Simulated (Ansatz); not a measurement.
For VSi2 (P6₂22, No. 180), PBE-D3(BJ) (plane waves, PAW; Ansatz, a program for electronic structure) gives:

lattice constant a: 4.497 Å
lattice parameter c: 6.296 Å

What does r²SCAN+rVV10 (plane waves, PAW; Ansatz) give for the same quantities?


- lattice constant a: 4.523 Å (increases by 0.6 %)
- lattice parameter c: 6.318 Å (rises by 0.3 %)

Changes are worked out from the printed values.

Unless a cell is named, each level is at its own relaxed cell (PBE-D3(BJ) 12.25, r²SCAN+rVV10 12.44 Å³/atom).

The crystal itself was run without spin with PBE-D3(BJ), r²SCAN+rVV10.

Ansatz's density-functional and Hartree–Fock values are scalar-relativistic unless marked +SOC, with PAW data made under PBE.
